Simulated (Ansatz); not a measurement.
Data:

Host crystal: cubic SrTiO3, with a band gap (PBE, scalar-relativistic without spin-orbit coupling).

End structure of Cu on the 1x1 (100) surface of cubic SrTiO3 (a phase of room or higher temperature, not the 0 K ground state) (cut with top plane 2 O + Ti), one in a 1x1 cell, started at the site 'hollow O-O-O-O over Sr at depth 1.8 Å':

```yaml
crystal:
  lattice:
    - [3.93679, 0.00000, 0.00000]
    - [0.00000, 3.93679, 0.00000]
    - [0.00000, 0.00000, 27.00000]
  atoms:
    - { symbol: O, position: [0.00000, 0.50000, 0.35501] }
    - { symbol: O, position: [0.50000, 0.00000, 0.35501] }
    - { symbol: Ti, position: [0.50000, 0.50000, 0.35833] }
    - { symbol: O, position: [0.50000, 0.50000, 0.42677] }
    - { symbol: Sr, position: [0.00000, 0.00000, 0.42244] }
    - { symbol: O, position: [0.00000, 0.50000, 0.50198] }
    - { symbol: O, position: [0.50000, 0.00000, 0.50198] }
    - { symbol: Ti, position: [0.50000, 0.50000, 0.49934] }
    - { symbol: O, position: [0.50000, 0.50000, 0.57663] }
    - { symbol: Sr, position: [0.00000, 0.00000, 0.56717] }
    - { symbol: O, position: [0.00000, 0.50000, 0.65199] }
    - { symbol: O, position: [0.50000, 0.00000, 0.65199] }
    - { symbol: Ti, position: [0.50000, 0.50000, 0.64493] }
    - { symbol: Cu, position: [0.00000, 0.00000, 0.68913] }
```

Model: 14-atom slab, 7.8 Å thick at the start under the adsorbate (thin: gaps and levels are the slab's own), 6x6x1 mesh, Fermi-Dirac 0.01 eV, dipole correction, 5 atoms held, the rest relaxed; held to the start's symmetry, so lower structures may exist; spin-polarised, ending with about 0.3 μB a cell, a value that depends on the mesh; orders that need a larger cell were not tried, no spin-orbit, no U, no dispersion correction. The slab shows no gap over 0.04 eV on its mesh. At the end it is bonded to 4 O + Sr + 4 Ti. In PBE it is, or lies within 0.03 eV of, the lowest of the starts that converged.

A negative adsorption energy means that the adsorbate is more stable on the surface than in its reference.

### Question
Predict the adsorption energy against an atom of fcc Cu from PBE in Ansatz (a first-principles code).

### Answer
2.15 eV

### Question
What is the computed change of the step from the bottom to the top vacuum level, against the clean slab (PBE)?

### Answer
-0.50 eV
